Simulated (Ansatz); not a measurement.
## Response to strain in Pd

The parent structure is Pd in the fcc (Cu type) structure (space group Fm-3m, No. 225; a = 3.841 Å; relaxed with 0.1 eV smearing). Axes: x, y, z lie along the cube axes.

Strains are applied to the cell and any free atomic positions relax; under biaxial strain the out-of-plane vector relaxes too.

All numbers come from LDA, PAW, 420 eV (Ansatz, a quantum-chemistry and plane-wave program; no spin-orbit coupling).

Notes on the quantities. energy relative to the base: free energy F.

```csv
variant,volume per atom,energy relative to the base
base,14.17 Å³,0 meV/atom
"biaxial strain −2.50 %, plane normal [111], relaxed out of plane",13.80 Å³,+22 meV/atom
"biaxial strain −2.08 %, plane normal [111], relaxed out of plane",13.86 Å³,+15 meV/atom
"biaxial strain −1.25 %, plane normal [111], relaxed out of plane",13.98 Å³,+5.2 meV/atom
"biaxial strain −0.83 %, plane normal [111], relaxed out of plane",14.05 Å³,+2.3 meV/atom
"biaxial strain −0.42 %, plane normal [111], relaxed out of plane",14.11 Å³,+0.6 meV/atom
"biaxial strain +0.42 %, plane normal [111], relaxed out of plane",14.23 Å³,+0.5 meV/atom
"biaxial strain +0.83 %, plane normal [111], relaxed out of plane",14.30 Å³,+2.1 meV/atom
"biaxial strain +1.67 %, plane normal [111], relaxed out of plane",___,___
"biaxial strain +2.50 %, plane normal [111], relaxed out of plane",14.55 Å³,+18 meV/atom
```

### Question
Some entries are withheld; estimate them.

### Answer

- biaxial strain +1.67 %, plane normal [111], relaxed out of plane, volume per atom: 14.42 Å³
- biaxial strain +1.67 %, plane normal [111], relaxed out of plane, energy relative to the base: +8.2 meV/atom

Whether these cells are dynamically stable was not tested. All final runs are without spin polarisation. Pd lies near a magnetic instability that expansion can trigger; it was not tested.
